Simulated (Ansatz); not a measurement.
System: Al-vacancy pair (Al on one host Cu site, one Cu site vacant) in fcc Cu (neutral cell). The step: Al and the vacancy change places (Al-vacancy distance between ideal sites 2.57 Å throughout); the atom moves 2.43 Å along (0.00, 0.47, 0.47) of the unit cell; the moving atom starts with neighbours 4 Cu at 2.54, 2 Cu at 2.57, 4 Cu at 2.61, Cu at 2.63 Å and ends with 4 Cu at 2.54, 2 Cu at 2.57, 4 Cu at 2.61, Cu at 2.63 Å. A PBE band in Ansatz (plane-wave PAW, a 3×3×3 k-point mesh shifted by half a step, 32 host sites, 17 SCF runs with any check of the saddle's order, static, no finite-size correction) gives a forward barrier of 0.61 eV. The saddle point's order was not checked, and it lies on a symmetry element of the cell, where a band can be held. Forms of the defect that were not tried may lie lower.

Single points at the band's start and saddle point can refine it. Rough cost of one point, in units of the band's mean SCF on the same machine:

```json
[
 {"Level": "PBE, a 5×5×5 k-point mesh shifted by half a step", "Cost of one point": "about 4"},
 {"Level": "r2SCAN at 500 eV, a 3×3×3 k-point mesh shifted by half a step", "Cost of one point": "about 3"}
]
```

Question: Which of these move the barrier by more than 0.1 eV, and how far does each move it?

Answer: Not one does. PBE, a 5×5×5 k-point mesh shifted by half a step: -0.01 eV; r2SCAN at 500 eV, a 3×3×3 k-point mesh shifted by half a step: +0.03 eV. Each functional is compared with PBE at the same k-points.

Ansatz is a program for electronic structure.
